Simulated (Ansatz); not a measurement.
Neutral impurities on the Si site of alpha quartz: relaxed bond lengths against the impurity's covalent radius (Cordero's table). The numbers are results of PBE, PAW (plane waves to 420 eV; Ansatz, a first-principles code), not measurements. Details: 72-site cell; 2×2×2 Γ-centred k-points; host gap 5.68 eV; no spin–orbit coupling; not converged in cell size.

| impurity | x: covalent radius (Å) | y: mean distance to the nearest shell of neighbours (Å) |
|---|---|---|
| C | 0.76 | 1.40 |
| Ge | 1.20 | 1.75 |
| Ga | 1.22 | 1.83 |
| Ta | 1.70 | 1.90 |
| Zr | 1.75 | 1.94 |
| Mg | 1.41 | ? |

### Question
Fit a straight line to the 5 complete rows and predict the last.

### Answer
Means: x = 1.326, y = 1.764; Sxx = 0.667, Sxy = 0.326. Slope 0.326 / 0.667 = 0.49, intercept 1.764 − 0.49 × 1.326 = 1.11 Å; the rows scatter by 0.09 Å about the line, and R² = 0.86. Prediction: 1.11 + 0.49 × 1.41 = 1.80 Å. The calculation gave 1.91 Å, 0.11 Å above the line, within twice its scatter.
